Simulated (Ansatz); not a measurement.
Take AlN in the wurtzite structure (space group P6_3mc, No. 186; a = 3.130 Å, c = 5.018 Å) as the base. Axes: x lies along a and z along c of the hexagonal cell.

Method: DFT with PBE, PAW potentials and a 420 eV plane-wave cutoff in Ansatz (a program for electronic structure), scalar-relativistic without spin-orbit coupling.

The change: the cell is stretched by 3.00 % along z with no lateral relaxation; the atoms relax in the strained cell.

Question: Predict the stress tensor and what it implies for the stiffness.

Answer: Stress of the strained cell less that of the base (GPa, compression positive):
```
  -2.47    0.00    0.00
   0.00   -2.47    0.00
   0.00    0.00  -10.43
```

Then −Δσ_ii/ε with ε = 0.0300 gives secant stiffness values (nonlinear terms included at this strain): C33 ≈ 348 GPa, C13 ≈ 82 GPa and C23 ≈ 82 GPa.

As a check, the harmonic strain energy −½ V₀ Δσ:ε is 10 meV/atom; the computed energy rise is 10 meV/atom.

Stability against distortions was not tested.
